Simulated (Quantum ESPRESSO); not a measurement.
The steps of a band-structure calculation for ZrC (Fm-3m, 2 atoms in the cell) with Quantum ESPRESSO.

Level of theory: PBE, SSSP 1.1.2 efficiency (PBE) pseudopotentials (plane waves; Quantum ESPRESSO).

Step 1 (scf):

```fortran
&control
    calculation = 'scf',
    prefix = 'ZrC',
    outdir = './work',
    pseudo_dir = './',
    tprnfor = .true.,
    tstress = .true.,
/
&system
    ibrav = 0,
    nat = 2,
    ntyp = 2,
    ecutwfc = 45,
    ecutrho = 360,
    occupations = 'smearing',
    smearing = 'marzari-vanderbilt',
    degauss = 0.019992,
    nbnd = 14,
/
&electrons
    conv_thr = 1.0d-10,
/
ATOMIC_SPECIES
Zr    91.2240  Zr_pbe_v1.uspp.F.UPF
C     12.0110  C.pbe-n-kjpaw_psl.1.0.0.UPF
CELL_PARAMETERS angstrom
   0.000000000     2.410162000     2.410162000
   2.410162000     0.000000000     2.410162000
   2.410162000     2.410162000     0.000000000
ATOMIC_POSITIONS crystal
Zr    0.000000000    0.000000000    0.000000000
C     0.500000000    0.500000000    0.500000000
K_POINTS automatic
16 16 16  0 0 0
```

Step 2 (bands):

```fortran
&control
    calculation = 'bands',
    prefix = 'ZrC',
    outdir = './work',
    pseudo_dir = './',
    verbosity = 'high',
/
&system
    ibrav = 0,
    nat = 2,
    ntyp = 2,
    ecutwfc = 45,
    ecutrho = 360,
    occupations = 'smearing',
    smearing = 'marzari-vanderbilt',
    degauss = 0.019992,
    nbnd = 15,
/
&electrons
    conv_thr = 1.0d-10,
    startingwfc = 'random',
    diago_thr_init = 1.0d-6,
    diagonalization = 'cg',
/
ATOMIC_SPECIES
Zr    91.2240  Zr_pbe_v1.uspp.F.UPF
C     12.0110  C.pbe-n-kjpaw_psl.1.0.0.UPF
CELL_PARAMETERS angstrom
   0.000000000     2.410162000     2.410162000
   2.410162000     0.000000000     2.410162000
   2.410162000     2.410162000     0.000000000
ATOMIC_POSITIONS crystal
Zr    0.000000000    0.000000000    0.000000000
C     0.500000000    0.500000000    0.500000000
K_POINTS crystal_b
12
  0.00000000   0.00000000   0.00000000  13  ! G
  0.50000000   0.00000000   0.50000000   7  ! X
  0.50000000   0.25000000   0.75000000   5  ! W
  0.37500000   0.37500000   0.75000000  14  ! K
  0.00000000   0.00000000   0.00000000  11  ! G
  0.50000000   0.50000000   0.50000000   8  ! L
  0.62500000   0.25000000   0.62500000   5  ! U
  0.50000000   0.25000000   0.75000000   9  ! W
  0.50000000   0.50000000   0.50000000   8  ! L
  0.37500000   0.37500000   0.75000000   1  ! K
  0.62500000   0.25000000   0.62500000   5  ! U
  0.50000000   0.00000000   0.50000000   1  ! X
```

Step 3 (bands.x):

```fortran
&bands
    prefix = 'ZrC',
    outdir = './work',
    filband = 'bands.dat',
    lsym = .false.,
/
```

Output of bands (abridged):

```
     file C.pbe-n-kjpaw_psl.1.0.0.UPF: wavefunction(s)  2S 2P renormalized

     Atomic positions and unit cell read from directory:
     ./work/ZrC.save/

     Message from routine setup:
     using ibrav=0 with symmetry is DISCOURAGED, use correct ibrav instead
     G-vector sticks info
     --------------------
     sticks:   dense  smooth     PW     G-vecs:    dense   smooth      PW
   [... lines left out ...]
     unit-cell volume          =     188.9580 (a.u.)^3
   [... lines left out ...]

     number of k points=    87  Marzari-Vanderbilt smearing, width (Ry)=  0.0200
                       cart. coord. in units 2pi/alat
        k(    1) = (   0.0000000   0.0000000   0.0000000), wk =   0.0229885
        k(    2) = (   0.0000000   0.0543928   0.0000000), wk =   0.0229885
        k(    3) = (   0.0000000   0.1087857   0.0000000), wk =   0.0229885
   [... 84 lines left out ...]

     Dense  grid:    22075 G-vectors     FFT dimensions: (  40,  40,  40)

     Smooth grid:     7727 G-vectors     FFT dimensions: (  27,  27,  27)

     The potential is recalculated from file :
     ./work/ZrC.save/charge-density

     negative rho (up, down):  6.315E-02 0.000E+00

     Band Structure Calculation
     CG style diagonalization

     ethr =  1.00E-06,  avg # of iterations = 21.3

     End of band structure calculation

          k = 0.0000 0.0000 0.0000 (   941 PWs)   bands (ev):

   -34.6506 -12.4021 -12.4021 -12.4021   2.7307  14.6804  14.6804  14.6804
    14.8265  14.8265  14.8265  16.3603  16.3603  20.2317  24.0783

          k = 0.0000 0.0544 0.0000 (   941 PWs)   bands (ev):

   -34.6492 -12.4114 -12.4052 -12.4052   2.7704  14.2229  14.3619  14.3619
    14.7694  15.2033  15.2033  16.3782  16.7991  20.3390  24.1901

   [... 85 blocks of this kind left out ...]
```

Output of bands.x (abridged):

```
     Reading xml data from directory:

     ./work/ZrC.save/
     file C.pbe-n-kjpaw_psl.1.0.0.UPF: wavefunction(s)  2S 2P renormalized

     G-vector sticks info
     --------------------
     sticks:   dense  smooth     PW     G-vecs:    dense   smooth      PW
     Sum        1039     511    163                22075     7727    1363

     negative rho (up, down):  6.315E-02 0.000E+00
     Reading collected, re-writing distributed wavefunctions
     high-symmetry point:  0.0000 0.0000 0.0000   x coordinate   0.0000
     high-symmetry point:  0.0000 0.7071 0.0000   x coordinate   0.7071
     high-symmetry point:  0.3536 0.7071 0.0000   x coordinate   1.0607
     high-symmetry point:  0.5303 0.5303 0.0000   x coordinate   1.3107
     high-symmetry point:  0.0000 0.0000 0.0000   x coordinate   2.0607
     high-symmetry point:  0.3536 0.3536 0.3536   x coordinate   2.6730
     high-symmetry point:  0.1768 0.7071 0.1768   x coordinate   3.1060
     high-symmetry point:  0.3536 0.7071 0.0000   x coordinate   3.3560
     high-symmetry point:  0.3536 0.3536 0.3536   x coordinate   3.8560
     high-symmetry point:  0.5303 0.5303 0.0000   x coordinate   4.2891
     high-symmetry point:  0.1768 0.7071 0.1768   x coordinate   4.2891
     high-symmetry point:  0.0000 0.7071 0.0000   x coordinate   4.5391

     Plottable bands (eV) written to file bands.dat.gnu
     Bands written to file bands.dat

   JOB DONE.
```

The starting cell comes from a database of computed structures (which also holds hypothetical and non-ambient phases and stackings), without a prior relaxation at this level. Its lattice was rescaled by a random factor within 2.5 % of one.
